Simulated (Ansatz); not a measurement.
Take Nb in the bcc (W type) structure (space group Im-3m, No. 229; a = 3.303 Å) as the base. Axes: x, y, z lie along the cube axes.

Calculations: r2SCAN (Ansatz, a quantum-chemistry and plane-wave program, PAW, no SOC).

Before the change:

| Quantity | Value |
|---|---|
| Shortest interatomic distance | 2.860 Å |
| Pressure | 0.0 GPa |

One thing is altered: the cell is compressed by 0.63 % along y with no lateral relaxation; the atoms relax in the strained cell.

Estimate the effect on the energy relative to the base.

The energy increases by 0.6 meV/atom.

What happens to the shortest interatomic distance?

The shortest interatomic distance shrinks by 0.006 Å (2.860 Å → 2.854 Å).

What does the calculation give for the pressure after the change?

The pressure (mean of the normal stresses, compression positive) goes from zero to 1.1 GPa.

Without a gap, meshes like the base's 20×20×20 leave anisotropic stresses uncertain by several tenths of a GPa, and small strain energies with them. No phonon test of stability was made. The final runs are not spin-polarised.
